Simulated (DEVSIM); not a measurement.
System: GaSb p-n junction from an implanted or diffused profile, at 350 K.

| layer (left to right) | material | thickness (μm) | Nd (cm⁻³) | τn (s) | τp (s) |
|---|---|---|---|---|---|
| 1 | GaSb | 88.0 | 8.6e14 | 3.3e-9 | 3.3e-9 |

Added acceptor profile: 1.2e17 cm⁻³ × exp(−(x − 0.19 μm)²/(2·(0.14 μm)²)). Left contact: ohmic. Right contact: ohmic. Voltage is applied to the left contact. Recombination: SRH at mid-gap, radiative. Mobility is constant in doping.

The device is made up for the run: typed textbook-type constants, with dimensions and the other settings drawn at random. Values at 300 K; Nc and Nv go as T^1.5, mobilities as T to minus their exponent, the gap by Varshni's rule with the affinity fixed.

| parameter | GaSb |
|---|---|
| gap (eV) | 0.726 |
| affinity (eV) | 4.06 |
| permittivity | 15.7 |
| Nc (cm⁻³) | 2.1e17 |
| Nv (cm⁻³) | 1.8e19 |
| μn (cm²/Vs) | 5000 |
| μp (cm²/Vs) | 850 |
| T exponent of μn | 2 |
| T exponent of μp | 1.7 |
| B (cm³/s) | 1e-10 |
| Varshni α (eV/K) | 0.00042 |
| Varshni β (K) | 140 |

DEVSIM, 1D drift-diffusion, Boltzmann statistics, complete ionisation; no tunnelling, impact ionisation, image-force lowering or self-heating.

The minority lifetime in layer 1 was swept, all else fixed.

```
minority lifetime in layer 1 (s)  dark forward voltage at 1 A/cm² (V)
--------------------------------  -----------------------------------
9.9e-11                                                         0.126
3.3e-10                                                         0.135
9.9e-10                                                         0.146
3.3e-9                                                          0.162
9.9e-9                                                            ___
3.3e-8                                                          0.186
9.9e-8                                                          0.193
```

**Question.** Fill in the missing entries.

**Answer.** 
- 9.9e-9, dark forward voltage at 1 A/cm² (V): 0.176
